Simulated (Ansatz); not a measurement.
Relaxation of the outer planes of the (001) surface of litharge SnO in its 1x1 cell (cut with top plane Sn, bottom plane Sn), relaxed from an ideal cut (the real face may reconstruct), outermost plane spacing 2.44 Å in the ideal cut (one of several cuts of this face), with 2 Sn a cell over the bulk's ratio.

Calculation: PBE with D3(BJ) dispersion (plane waves to 420 eV, PAW; Ansatz, an electronic-structure program).

Model: 10-atom slab, O4Sn6, 12.0 Å thick at the start, 7x7x1 mesh, Fermi-Dirac 0.025 eV, dipole correction, all atoms relaxed; start symmetry kept, larger cells not searched; no spin (no spin-polarised run to compare, though such a face may carry moments), no spin-orbit, no U. The slab shows no gap on its mesh.

```json
[
 {"plane": "1", "atoms": "Sn", "bulk spacing to the next (Å)": "2.441", "relaxed spacing (Å)": "2.159", "change (%)": "-11.6", "rumpling (Å)": "0.00"},
 {"plane": "2", "atoms": "Sn", "bulk spacing to the next (Å)": "1.160", "relaxed spacing (Å)": "1.191", "change (%)": "2.7", "rumpling (Å)": "0.00"}
]
```
